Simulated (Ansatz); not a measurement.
```yaml
crystal:
  lattice:
    - [5.60125, 0.00000, 0.00000]
    - [-2.80062, 4.85082, 0.00000]
    - [0.00000, 0.00000, 9.89056]
  atoms:
    - { symbol: K, position: [0.00000, 0.00000, 0.25000] }
    - { symbol: K, position: [0.00000, 0.00000, 0.75000] }
    - { symbol: K, position: [0.33333, 0.66667, 0.91834] }
    - { symbol: K, position: [0.66667, 0.33333, 0.41834] }
    - { symbol: K, position: [0.66667, 0.33333, 0.08166] }
    - { symbol: K, position: [0.33333, 0.66667, 0.58166] }
    - { symbol: P, position: [0.33333, 0.66667, 0.25000] }
    - { symbol: P, position: [0.66667, 0.33333, 0.75000] }
```

No spin polarisation.

Calculations: r2SCAN, PAW, 500 eV (Ansatz, a quantum-chemistry and plane-wave program; no spin-orbit coupling). Settings: 7×7×4 k-points, 0.05 eV Fermi–Dirac smearing.

**Question.** Predict the electron mass and gap character.

**Answer.** The electron mass is 0.16 mₑ along c, 0.22 mₑ across (at Γ) and the gap character is indirect, M → Γ.

Load acts through the strain it causes; cell and atoms are relaxed under it. Masses are band curvatures over ±0.01 Å⁻¹ around the edge. Whether these cells are dynamically stable was not tested. The cell was made from K₃P (space group P6_3/mmc, No. 194; a model cell) by this change: pressure 0.7 GPa.
